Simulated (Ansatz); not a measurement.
# GaP: Ga → In

Start from GaP in the zinc blende structure (space group F-43m, No. 216; a = 5.439 Å).

Modification: In takes the place of Ga on all its sites, then cell and atoms are relaxed.

Method: PBEsol (Ansatz, a quantum-chemistry and plane-wave program), without spin-orbit coupling, earlier PAW set. Settings: 10×10×10 k-points, 0.05 eV Fermi–Dirac smearing, for the changed cell.

```tsv
quantity	base	changed	shift
volume per atom	20.11 Å³	25.39 Å³	+5.28 Å³
density	4.16 g/cm³	4.77 g/cm³	+0.61 g/cm³
lattice parameter a	5.439 Å	5.879 Å	+0.440 Å
shortest interatomic distance	2.355 Å	2.546 Å	+0.1904 Å
band gap	1.45 eV	0.57 eV	-0.889 eV
gap character	indirect, Γ → Γ–X (87 % along)	direct at Γ	–
width of the top valence band	3.51 eV	2.92 eV	-0.583 eV
electron mass	1.1 mₑ along k, 0.23 mₑ across (off the special points)	0.045 mₑ (at Γ)	–
hole mass (degenerate bands, along [100])	0.11, 0.37, 0.37 mₑ (at Γ)	0.045, 0.43, 0.43 mₑ (at Γ)	–
```

Final structure:

```
InP
1.0
    0.00000     2.93932     2.93932
    2.93932     0.00000     2.93932
    2.93932     2.93932     0.00000
P In
1 1
Direct
  0.75000   0.75000   0.75000
  0.00000   0.00000   0.00000
```

Masses are band curvatures over ±0.01 Å⁻¹ around the edge. Along k means along the line from Γ to the band edge. No phonon test of stability was made.
